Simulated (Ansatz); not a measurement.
Start from CdSe in the wurtzite structure (space group P6_3mc, No. 186; a = 4.248 Å, c = 6.941 Å). Axes: x lies along a and z along c of the hexagonal cell.

The values are results of LDA/PAW in Ansatz (a program for electronic structure), no spin-orbit coupling, not measurements.

Before the change:

```
Item                     Value
-------------  ---------------
Electron mass  0.047 mₑ (at Γ)
Pressure              0.0 kbar
```

The change: biaxial strain +1.80 %, plane normal [001], relaxed out of plane (Cartesian); in-plane vectors clamped, the third vector and the atoms free.

Problem. What happens to the electron mass, pressure and ratio −ε⊥/ε∥?

Solution. The electron mass changes from 0.047 mₑ (at Γ) to 0.041 mₑ out of plane, 0.046 mₑ in plane (at Γ); the pressure (mean of the normal stresses, compression positive) goes from zero to -10.5 kbar; the ratio −ε⊥/ε∥ amounts to 0.93.

The levels and masses belong to the bands next to the band gap. Masses are band curvatures over ±0.01 Å⁻¹ around the edge. No phonon test of stability was made.
